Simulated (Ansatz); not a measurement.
Start from Y in the hcp (Mg type) structure (space group P6_3/mmc, No. 194; a = 3.594 Å, c = 5.610 Å; relaxed with 0.1 eV smearing). Axes: x lies along a and z along c of the hexagonal cell.

Method: PBEsol (Ansatz, a program for electronic structure, PAW, no spin-orbit coupling).

Strains are applied to the cell and any free atomic positions relax.

One change was made to it. Results:

```json
[
 {"quantity": "pressure (mean of the normal stresses, compression positive)", "base": "0.0 GPa", "after": "0.2 GPa"},
 {"quantity": "energy relative to the base (free energy F)", "base": "0 meV/atom", "after": "+0.2 meV/atom"}
]
```

Task: Which of these changes matches the shifts?
A. uniaxial strain ε_zz = +1.50 %
B. uniaxial strain ε_zz = −0.50 %
C. uniaxial strain ε_zz = −3.00 %
D. uniaxial strain ε_zz = −2.00 %

Result: B, uniaxial strain ε_zz = −0.50 %. For comparison, the energy relative to the base in the other runs: uniaxial strain ε_zz = −2.00 % gives +3.3 meV/atom; uniaxial strain ε_zz = −3.00 % gives +7.6 meV/atom; uniaxial strain ε_zz = +1.50 % gives +1.8 meV/atom.

No phonon test of stability was made. The final runs are not spin-polarised.
